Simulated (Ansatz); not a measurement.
System: WRu (P-6m2, No. 187, 2 atoms in the cell; start mp-1219476). Method: PBEsol in Ansatz (plane waves, PAW).

Settings: plane-wave cutoff 520 eV, 24×24×12 k mesh (along the axes of the cell as run), Fermi–Dirac smearing 0.05 eV, no spin polarisation, scalar-relativistic PAW data made under PBE.

Cell (relaxed at this level):

```
RuW
1.0
    2.75619     0.00000     0.00000
   -1.37810     2.38693     0.00000
    0.00000     0.00000     4.41820
Ru W
1 1
Cartesian
  0.00000   0.00000   2.20910
  1.37810   0.79564   0.00000
```

Predict the bulk modulus B0.


bulk modulus B0: 325 GPa

Note: the run has no spin polarisation, so it can have missed a magnetic state; the bulk modulus is −V dP/dV from two relaxed cells at ±2 % in volume; the relaxation could not lower the start's symmetry, so the cell can be a saddle point above a distorted one.

Spin–orbit coupling is not included.

Static lattice: no zero-point or thermal effects.

A start named mp-… is a Materials Project structure, which need not be a measured phase.

Ansatz is a program for electronic structure.
